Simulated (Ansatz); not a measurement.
The starting structures come from a database of crystals and need not be the phases stable at ambient conditions.

The decay constant κ of evanescent states in the gap governs leakage through a thin film.

Given:

```yaml
crystal:
  lattice:
    - [4.11211, 0.00000, 0.00000]
    - [0.00000, 4.11211, 0.00000]
    - [0.00000, 0.00000, 7.25182]
  atoms:
    - { symbol: Pb, position: [0.00000, 0.50000, 0.79208] }
    - { symbol: Pb, position: [0.50000, 0.00000, 0.20792] }
    - { symbol: Cl, position: [0.50000, 0.00000, 0.64585] }
    - { symbol: Cl, position: [0.00000, 0.50000, 0.35415] }
    - { symbol: F, position: [0.50000, 0.50000, 0.00000] }
    - { symbol: F, position: [0.00000, 0.00000, 0.00000] }
```

Space group of this cell: P4/nmm. The cell was relaxed by PBE-D3(BJ); by PBEsol its mean pressure is -1.8 GPa.

Transport runs along the normal of the first two printed cell vectors, the (001) plane of the conventional cell.

The gap is the functional's own, uncorrected, and κ follows it; spin-orbit coupling is left out. Mid-gap values are interpolated between the computed energies.

Problem. Compute, with PBEsol in Ansatz (an electronic-structure program), the band gap and the smallest decay constant κ at mid-gap.

Solution. Gap 3.37 eV on a 8×8×4 mesh; κ = 0.322 1/Å, at the zone centre.
